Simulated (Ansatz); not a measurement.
Hops of point defects in alpha Ga2O3, each between lowest sites run for its defect: PBE bands (Ansatz, an electronic-structure program, plane waves to 420 eV, PAW, climbing-image NEB) beside the CHGNet universal potential on its own band (it has no charge state). Static nuclei, no finite-size correction. The rows are a random draw from the bands that converged and passed our checks of state and shape. Saddle orders were checked for a part of the study's bands only and are not shown. Vacancies start on their lattice site; split forms were not set up. Charge states are imposed.

| Row | Defect | Route | Hop (Å) | Cell and PBE mesh | CHGNet k-points | PBE barrier x (eV) | CHGNet barrier y (eV) |
|---|---|---|---|---|---|---|---|
| 1 | O vacancy, charge +2 | a nearby O jumps into the vacancy | 3.05 | 120 sites, Γ | none | 1.95 | 1.59 |
| 2 | Ga vacancy, charge -3 | a nearby Ga jumps into the vacancy | 2.43 | 120 sites, Γ | none | 1.27 | 1.08 |
| 3 | O vacancy, charge +2 | a nearby O jumps into the vacancy | 2.46 | 120 sites, Γ | none | 0.66 | 0.67 |
| 4 | O vacancy, charge +2 | a nearby O jumps into the vacancy | 2.68 | 120 sites, Γ | none | 1.22 | 1.01 |
| 5 | interstitial H, charge +1 | H moves farthest | 1.25 | 120 sites, Γ | none | 0.20 | 0.22 |
| 6 | Ga vacancy, charge -3 | a nearby Ga jumps into the vacancy | 2.57 | 120 sites, Γ | none | 1.13 | ? |

### Question
Fit a straight line y = a x + b to rows 1 to 5, predict row 6, and compare with the computed value.

### Answer
Means: x̄ = 1.060, ȳ = 0.914 eV. Sums: Sxx = 1.761, Sxy = 1.346 eV². So a = Sxy/Sxx = 0.764 and b = ȳ − a x̄ = 0.104 eV, with a scatter of 0.04 eV about the line. Row 6: 0.764 × 1.13 + 0.104 ≈ 0.97 eV. The computed CHGNet value is 1.02 eV, +0.05 eV from the line, beyond the scatter. The line only summarises these rows of one host.
